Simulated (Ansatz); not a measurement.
The starting structures come from a database of crystals and need not be the phases stable at ambient conditions.

## Evanescent states of Al$_{2}$CdS$_{4}$ (I-4, 7 atoms a cell, 22.7 Å³ an atom) along the normal of (100)

Level of theory: r2SCAN (plane waves, PAW; Ansatz, a first-principles code).

No gap correction and no spin-orbit coupling; mid-gap is the computed energy nearest the middle.

Energies count from the valence-band top; κ is the least over a 6×4 mesh across the current.

| E (eV) | κ (1/Å) | where |
|---|---|---|
| 0.09 | 0.130 | Γ |
| 0.26 | 0.167 | Γ |
| 0.42 | 0.192 | Γ |
| 0.59 | 0.211 | Γ |
| 0.77 | 0.225 | Γ |
| 0.94 | 0.235 | Γ |
| 1.10 | 0.242 | Γ |
| 1.27 | 0.247 | Γ |
| 1.45 | 0.249 | Γ |
| 1.61 | 0.248 | Γ |
| 1.78 | 0.246 | Γ |
| 1.96 | 0.241 | Γ |
| 2.12 | 0.234 | Γ |
| 2.29 | 0.225 | Γ |
| 2.46 | 0.212 | Γ |
| 2.63 | 0.197 | Γ |
| 2.81 | 0.177 | Γ |
| 2.98 | 0.152 | Γ |
| 3.15 | 0.117 | Γ |
| 3.31 | 0.058 | Γ |

Task: How thick must the barrier be to attenuate the transmission by 10^8 when the electrodes' Fermi level lies at 2.63 eV, and what attenuation does that film give at 0.26 eV?

Result: d = 8 ln 10 / (2 × 0.197) = 46.8 Å. At 0.26 eV it gives 8 × 0.167/0.197 = 6.8 decades.
